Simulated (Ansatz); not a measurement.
BaZrO3: pressure −1 GPa

The parent structure is BaZrO3 in the cubic perovskite structure (space group Pm-3m, No. 221; a = 4.181 Å).

Perturbation: hydrostatic tension (pressure −1 GPa).

All numbers come from PBEsol, PAW, 420 eV (Ansatz, a program for electronic structure; no SOC), earlier PAW set. Settings: 8×8×8 k-points, 0.05 eV Fermi–Dirac smearing.

```tsv
quantity	base	changed	shift
density	6.28 g/cm³	6.25 g/cm³	-0.038 g/cm³
lattice parameter a	4.181 Å	4.189 Å	+0.0085 Å
shortest interatomic distance	2.090 Å	2.095 Å	+0.0043 Å
enthalpy H = E + PV relative to the base's energy	–	-0.09 eV/atom	–
band gap (an upper bound: an edge found on the path is not a true extremum; the base alone)	3.18 eV	3.17 eV	-0.01 eV
```

Cost of the whole job for the changed cell (relaxation, final SCF and bands): about 26 core-seconds (a rough figure).

Load acts through the strain it causes; cell and atoms are relaxed under it. Stability against distortions was not tested.
